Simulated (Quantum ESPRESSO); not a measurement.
## σxx against uniaxial strain in fcc Rh (space group 225): C11 (Quantum ESPRESSO, LDA)

```
CELL_PARAMETERS angstrom
      0.00000     1.87927     1.87927
      1.85108     0.00000     1.87927
      1.85108     1.87927     0.00000
ATOMIC_POSITIONS crystal
  Rh 0.00000 0.00000 0.00000
```

Method: LDA (PZ), GBRV 1.5 ultrasoft (LDA) pseudopotentials (plane waves; Quantum ESPRESSO). Settings: ecutwfc = 52 Ry; ecutrho = 416 Ry; occupations = smearing; smearing = fd; degauss = 0.0036749 Ry; potentials = {Rh: rh_lda_v1.4.uspp.F.UPF}; K_POINTS = automatic 40 40 40 0 0 0; conv_thr = 1e-10 Ry; mixing_beta = 0.4. The cell above is the first row's. The rows stretch one cube axis (x) by the strain ε and hold the other two. Stress is positive in tension. In all rows the k mesh is held.

| ε (%) | σxx (GPa) |
|---|---|
| -1.5 | ? |
| -1.0 | -5.07 |
| -0.5 | -2.44 |
| 0.0 | 0.11 |
| 0.5 | 2.59 |
| 1.0 | 4.98 |
| 1.5 | 7.30 |
| 2.0 | 9.54 |

Taking a parabola for σxx over the 7 complete rows: Least squares gives σxx = 0.112 + 5.0262·ε - 0.1562·ε². Residuals (row less fit): 0.000, 0.000, -0.002, 0.004, -0.002, 0.000, 0.000; standard error 0.002 (degrees of freedom: 4). The slope at ε = 0, 5.0262 GPa per cent, gives C11 ≈ 100 × 5.0262 = 503 GPa, for the static lattice.

Predict the withheld σxx at ε = -1.5 from the fit, and compare with the calculation.

σxx = 0.112 + 5.0262 × (-1.5) - 0.1562 × (-1.5)² = -7.779 GPa. The calculation gives -7.79 GPa, 0.011 GPa below the prediction (0.1 % of the range of σxx in the table). The row lies outside the fitted rows, so this is an extrapolation.

Carrying the step between the two nearest rows on in a straight line would have given -7.70, off by 0.09; series whose last step already gives the withheld value aren't shown. The reference cell has the volume at which an earlier scan in this program and functional put its minimum by a fit. The unstrained cell stands at a pressure of -0.11 GPa, and the constants belong to that pressure. Spin polarisation is off. Without a gap such slopes are sensitive to mesh and smearing. Cutoffs and mesh are single choices, not tested for convergence of this quantity. Series with a scatter that would blur these digits, or in which a gap closes, are not shown. Strain series were run only where this level's volume lies within 10 % of a first guess from the measured size.
